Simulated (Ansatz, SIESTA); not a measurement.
One structure in several programs: CaNi2 (Fd-3m, 6 atoms in the cell)

Relaxation of cell and atoms.

```
CaNi2
1.0
    0.00000     3.49996     3.49996
    3.49996     0.00000     3.49996
    3.49996     3.49996     0.00000
Ca Ni
2 4
Direct
  0.00000   0.00000   0.00000
  0.25000   0.25000   0.25000
  0.62500   0.62500   0.62500
  0.12500   0.62500   0.62500
  0.62500   0.62500   0.12500
  0.62500   0.12500   0.62500
```

Shared settings, as Ansatz (an electronic-structure program) writes them: kpoints.mp_grid.grid = 6 6 6; scf.occupations.method = fermi_dirac; scf.occupations.width = 0.1 eV. Potentials and cutoffs stand in the table.

| code | model | final volume (Å³/atom) | cutoff |
|---|---|---|---|
| Ansatz | PBEsol, PAW files made with PBE | 14.71 | 420 eV |
| SIESTA | GGA PBEsol, numerical atomic orbitals DZP, PseudoDojo PBEsol standard norm-conserving potentials (rewritten from UPF to PSML) | 16.13 | grid 300 Ry |

On Ansatz's run: spin polarisation is off.

The spread over the programs that give each value: final volume within 1.42 Å³/atom.

SIESTA uses small atom-centred bases, whose incompleteness enters pressures, forces and empty levels differently from a plane-wave cutoff. The programs treat the finite-basis stress differently while the cell relaxes: Ansatz adds an estimate of it.

The starting cell comes from a database of computed structures (which also holds hypothetical and non-ambient phases and stackings), without a prior relaxation at this level. Its lattice was rescaled by a random factor within 2.5 % of one.

Keys are those of Ansatz 0.2.
